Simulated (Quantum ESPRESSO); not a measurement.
Worked example: self-consistent single point of Mg16Al12Cd (Cm, 29 atoms in the cell) in Quantum ESPRESSO.

Computed with LDA (PZ), GBRV 1.5 ultrasoft (LDA) pseudopotentials (plane waves; Quantum ESPRESSO).

```
CELL_PARAMETERS angstrom
      5.26757    -7.40939     0.00000
      5.26757     7.40939     0.00000
     -5.19896     0.00000     7.48740
ATOMIC_POSITIONS crystal
  Mg 0.99911 0.99911 0.34226
  Mg 0.68744 0.68744 0.29027
  Mg 0.99782 0.99782 0.99814
  Mg 0.65268 0.65268 0.66152
  Mg 0.59977 0.32011 0.00016
  Mg 0.32011 0.59977 0.00016
  Mg 0.71502 0.40116 0.40008
  Mg 0.40116 0.71502 0.40008
  Mg 0.31463 0.99837 0.60080
  Mg 0.99837 0.31463 0.60080
  Mg 0.34617 0.99769 0.99585
  Mg 0.99769 0.34617 0.99585
  Mg 0.68181 0.28955 0.68442
  Mg 0.28955 0.68181 0.68442
  Mg 0.00197 0.60105 0.31717
  Mg 0.60105 0.00197 0.31717
  Al 0.36712 0.36712 0.17975
  Al 0.18204 0.18204 0.81949
  Al 0.82034 0.63716 0.00548
  Al 0.63716 0.82034 0.00548
  Al 0.00039 0.81407 0.63366
  Al 0.81407 0.00039 0.63366
  Al 0.36664 0.17964 0.36174
  Al 0.17964 0.36664 0.36174
  Al 0.18809 0.81915 0.18608
  Al 0.81915 0.18809 0.18608
  Al 0.00253 0.63265 0.81679
  Al 0.63265 0.00253 0.81679
  Cd 0.38583 0.38583 0.70411
```

Reference input (self-consistent single point, DFT, LDA (PZ), plane waves, GBRV 1.5 ultrasoft (LDA) pseudopotentials): ecutwfc = 40 Ry; ecutrho = 200 Ry; occupations = smearing; smearing = gauss; degauss = 0.0073499 Ry; potentials = {Mg: mg_lda_v1.4.uspp.F.UPF, Al: al_lda_v1.uspp.F.UPF, Cd: cd_lda_v1.uspp.F.UPF}; K_POINTS = automatic 3 3 3 0 0 0; conv_thr = 1e-10 Ry; mixing_beta = 0.7. This run's input differs from it in these lines:

```diff
@@ -11,4 +11,4 @@
   ntyp = 3
-  ecutwfc = 40
-  ecutrho = 200
+  ecutwfc = 20
+  ecutrho = 100
   occupations = 'smearing'
```

Log, with long lists cut:

```
     Self-consistent Calculation

     iteration #  1     ecut=    20.00 Ry     beta= 0.70

     negative rho (up, down):  1.476E-02 0.000E+00

     total energy              =   -2186.19148344 Ry
     estimated scf accuracy    <       5.51575494 Ry

     iteration #  2     ecut=    20.00 Ry     beta= 0.70

     negative rho (up, down):  1.520E-02 0.000E+00

     total energy              =   -2186.73682835 Ry
     estimated scf accuracy    <       3.01695250 Ry

     iteration #  3     ecut=    20.00 Ry     beta= 0.70

     negative rho (up, down):  1.531E-02 0.000E+00

     total energy              =   -2187.32049667 Ry
     estimated scf accuracy    <       3.53411499 Ry

   [... 12 blocks of this kind left out ...]

     iteration # 16     ecut=    20.00 Ry     beta= 0.70

     negative rho (up, down):  1.530E-02 0.000E+00

     total energy              =   -2187.87243392 Ry
     estimated scf accuracy    <          1.0E-10 Ry

     iteration # 17     ecut=    20.00 Ry     beta= 0.70

     negative rho (up, down):  1.530E-02 0.000E+00
     End of self-consistent calculation

     the Fermi energy is     6.2422 ev

!    total energy              =   -2187.87243392 Ry
     estimated scf accuracy    <          1.9E-11 Ry
     smearing contrib. (-TS)   =      -0.00196835 Ry
     internal energy E=F+TS    =   -2187.87046557 Ry

     convergence has been achieved in  17 iterations

     negative rho (up, down):  1.530E-02 0.000E+00

     Forces acting on atoms (cartesian axes, Ry/au):

     atom    1 type  1   force =     0.00247626    0.00000000   -0.00139478
     atom    2 type  1   force =    -0.00032389    0.00000000   -0.00008341
     atom    3 type  1   force =     0.00053849    0.00000000    0.00030160
     atom    4 type  1   force =    -0.00080201    0.00000000    0.00208954
     atom    5 type  1   force =     0.00063400    0.00122745   -0.00109875
   [... lines left out ...]
     Total force =     0.009371     Total SCF correction =     0.000019
   [... lines left out ...]

     negative rho (up, down):  1.530E-02 0.000E+00
          total   stress  (Ry/bohr**3)                   (kbar)     P=    -1305.83
  -0.00887031   0.00000000  -0.00000674        -1304.87        0.00       -0.99
   0.00000000  -0.00887199   0.00000000            0.00    -1305.11        0.00
  -0.00000674   0.00000000  -0.00888826           -0.99        0.00    -1307.51

   JOB DONE.
```

The run converged in 17 iterations. Against the reference run the free energy rises by 3.49 eV/atom, the pressure goes from -2.89 to -130.6 GPa and the largest force hardly changes (0.077 to 0.075 eV/Å).

The starting cell comes from a database of computed structures (which also holds hypothetical and non-ambient phases and stackings), without a prior relaxation at this level. At the lowered cutoff the pressure carries the error of an incomplete plane-wave basis.

Cost on one core of a shared machine: roughly 8 min.
